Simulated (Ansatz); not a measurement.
This Ansatz (a first-principles code) input is the reference run, Pd in the fcc (Cu type) structure (space group Fm-3m, No. 225), computed with r2SCAN (Ansatz, PAW, no SOC):

Ansatz 0.2 input:
```yaml
crystal:
  lattice:
    - [0, 1.9541790927, 1.9541790927]
    - [1.9541790927, 0, 1.9541790927]
    - [1.9541790927, 1.9541790927, 0]
  atoms:
    - { symbol: Pd, position: [0, 0, 0] }
basis: { ecutwfc: 500, ecutrho_ratio: 4, xc_grid: 4, fft_grid_basis: typed }
kpoints: { mp_grid: { grid: [20, 20, 20] } }
hamiltonian:
  xc: r2scan
  dispersion: none
  pseudopotentials: { kind: paw }
scf: { occupations: { method: fermi_dirac, width: 0.05 }, convergence: { dr2_threshold: 0.0000000001 } }
output: { forces: true, stress: true }
checkpoint: { write: state.ck, write_every: 1000 }
```

Task: Write the input for this change: a free-standing slab of 3 layers (3 atoms, 1 a layer) is cut normal to [111], with 15 Å of vacuum and the in-plane cell held at bulk.

Result: 
Ansatz 0.2 input:
```yaml
crystal:
  lattice:
    - [2.7636265762, 0, 0]
    - [1.3818132881, 2.3933708216, 0]
    - [0, 0, 19.5129833009]
  atoms:
    - { symbol: Pd, position: [0.3333333333, -0.1666666667, 0.3843594741] }
    - { symbol: Pd, position: [1, -0.5, 0.5] }
    - { symbol: Pd, position: [1.6666666667, -0.8333333333, 0.6156405259] }
basis: { ecutwfc: 500, ecutrho_ratio: 4, xc_grid: 4, fft_grid_basis: typed }
kpoints: { mp_grid: { grid: [19, 19, 1] } }
hamiltonian:
  xc: r2scan
  dispersion: none
  pseudopotentials: { kind: paw }
scf: { occupations: { method: fermi_dirac, width: 0.05 }, convergence: { dr2_threshold: 0.0000000003 } }
relax: { f_tol: 0.01, max_steps: 50 }
output: { forces: true, stress: true }
checkpoint: { write: state.ck, write_every: 1000 }
```
This is the input that was run; other choices of cell and start would serve too.

No phonon test of stability was made. All final runs are without spin polarisation. Pd has a high density of states at the Fermi level and may be magnetic at this level.
